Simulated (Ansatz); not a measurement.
Start from TiAl (space group P4/mmm, No. 123; a = 2.824 Å, c = 4.075 Å; relaxed with 0.1 eV smearing).

Computed with plane-wave PAW DFT at the PBE level (Ansatz, a program for electronic structure, 420 eV), no spin-orbit coupling.

Base values:

The pressure is 0.0 GPa.

Perturbation: the cell is scaled by 0.9850 in all directions, atoms relaxed at fixed cell.

Problem. What happens to the energy relative to the base?

Solution. The energy rises by 12 meV/atom.

Problem. What happens to the pressure?

Solution. The pressure (mean of the normal stresses, compression positive) goes from zero to 5.6 GPa.

The cells carry an imposed strain or load. No phonon test of stability was made. All final runs are without spin polarisation.
